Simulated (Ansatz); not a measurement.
# What uniaxial strain ε_yy = +3.85 % does to TiN

The reference is TiN in the rock salt structure (space group Fm-3m, No. 225; a = 4.204 Å). Axes: x, y, z lie along the cube axes.

It is then changed as follows: the cell is stretched by 3.85 % along y with no lateral relaxation; the atoms relax in the strained cell.

Method: PBEsol in Ansatz (plane waves to 420 eV, PAW, no SOC). Settings: 19×19×19 k-points, 0.05 eV Fermi–Dirac smearing.

Volume per atom: 9.64 Å³ (base 9.29 Å³)
Shortest interatomic distance: 2.102 Å (base 2.102 Å)
Energy relative to the base (free energy F): +24 meV/atom
Pressure (mean of the normal stresses, compression positive): -9.6 GPa (base 0.0 GPa)
Band gap: zero (base zero)
Stress (xx, yy, zz, yz, xz, xy; compression positive): (-4.6, -19.7, -4.6, 0.0, 0.0, 0.0) GPa (rough)

Cost of the whole job for the changed cell (relaxation, final SCF and bands): about 17 core-seconds (a rough figure).

Without a gap, meshes like the base's 19×19×19 leave anisotropic stresses uncertain by several tenths of a GPa, and small strain energies with them. Stability against distortions was not tested. The final runs are not spin-polarised. An odd electron count without spin: TiN.

Ansatz is a program for electronic structure.
